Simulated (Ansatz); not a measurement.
Cl on the 1x1 (101) surface of tetragonal HfO2 (a metastable polymorph) (cut with top plane O), one in a 1x1 cell, energies for each (23.0 Å²). Energies are against ½ Cl2(g), without zero-point or thermal terms; each row is named by its start. No converged result for: 7 more starts.

Host crystal: tetragonal HfO2, with a band gap (PBE, scalar-relativistic without spin-orbit coupling).

Computed with PBE (plane waves to 420 eV, PAW; Ansatz, a program for electronic structure).

Model: 19-atom slab, 7.6 Å thick at the start under the adsorbate (thin: gaps and levels are the slab's own), 6x3x1 mesh, Fermi-Dirac 0.01 eV, dipole correction, 8 atoms held, the rest relaxed; each run with such symmetry as its start has; spin-polarised, no spin-orbit, no U, no dispersion correction.

A negative adsorption energy means that the adsorbate is more stable on the surface than in its reference. Starts that drift may end in the same place. Heights count from the host atoms within 0.3 Å of the top one.

```csv
starting site,E_ads (eV),height (Å),nearest host atom (Å),bonded to,change of the vacuum step (eV),lateral drift (Å),moment (μB)
bridge Hf-O (span 2.0 Å),[?],[?],O 2.38,Hf,0.66,0.4,1.0
bridge O-O (span 4.0 Å),0.14,[?],O 2.41,Hf,[?],0.7,1.0
```

**Question.** What belongs in the gaps?

**Answer.** 
- bridge Hf-O (span 2.0 Å), E_ads (eV): 0.53
- bridge Hf-O (span 2.0 Å), height (Å): 1.66
- bridge O-O (span 4.0 Å), height (Å): 1.50
- bridge O-O (span 4.0 Å), change of the vacuum step (eV): 0.72
